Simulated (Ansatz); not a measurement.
Take BeTe in the zinc blende structure (space group F-43m, No. 216; a = 5.5542 Å) as the base. Axes: x, y, z lie along the cube axes.

Computed with LDA, PAW, 420 eV (Ansatz, an electronic-structure program; no spin-orbit coupling).

Strains are applied to the cell and any free atomic positions relax.

One change was made to it. Results:

```csv
quantity,base,after
"valence-band top at Γ (three highest levels, from the VBM)","0.00, 0.00, 0.00 eV","0.00, -0.11, -0.20 eV"
band gap,1.79 eV,1.66 eV
shortest interatomic distance,2.405 Å,2.396 Å
smallest direct gap,3.59 eV,3.38 eV
```

Question: What was done to the base?
A. tensor shear ε_xy = +1.43 %
B. tensor shear ε_xy = +0.86 %
C. tensor shear ε_xy = +1.14 %
D. tensor shear ε_xy = +0.29 %
E. tensor shear ε_xy = +2.00 %

Answer: C, tensor shear ε_xy = +1.14 %. For comparison, the valence-band top at Γ in the other runs: tensor shear ε_xy = +0.29 % gives 0.00, -0.03, -0.05 eV; tensor shear ε_xy = +0.86 % gives 0.00, -0.08, -0.15 eV; tensor shear ε_xy = +1.43 % gives 0.00, -0.13, -0.25 eV; tensor shear ε_xy = +2.00 % gives 0.00, -0.19, -0.34 eV.

Spin-orbit coupling, missing from the scalar runs, can matter with Te. No phonon test of stability was made.
